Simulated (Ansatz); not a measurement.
BeSe (model structure, started from the NiAs type, P6₃/mmc, No. 194, 4 atoms in the cell) was calculated with LDA (plane waves, PAW; Ansatz, a program for electronic structure).

Settings: plane-wave cutoff 520 eV, 18×18×10 k mesh (along the axes of the cell as run), Fermi–Dirac smearing 0.05 eV, scalar-relativistic PAW data made under PBE.

Cell (relaxed with PBEsol):

```xyz
4
Lattice="3.4825 0.0000 0.0000 -1.7413 3.0159 0.0000 0.0000 0.0000 5.4983" Properties=species:S:1:pos:R:3 pbc="T T T"
Be     0.0000     0.0000     0.0000
Be     0.0000     0.0000     2.7492
Se     0.0000     2.0106     1.3746
Se     1.7413     1.0053     4.1238
```

Give the computed band gap.


* **band gap**: 0.51 eV (on the SCF k mesh)

Note: the relaxation could raise the start's symmetry but not lower it, so the cell can be a saddle point; cell and atoms aren't relaxed at this level (pressure -2.3 GPa).

Spin–orbit coupling is not included.

Static lattice: no zero-point or thermal effects.

A model structure was made by putting elements into a prototype or built by hand; it is no filed structure, need not be a known phase, and can be a saddle point held by its symmetry.
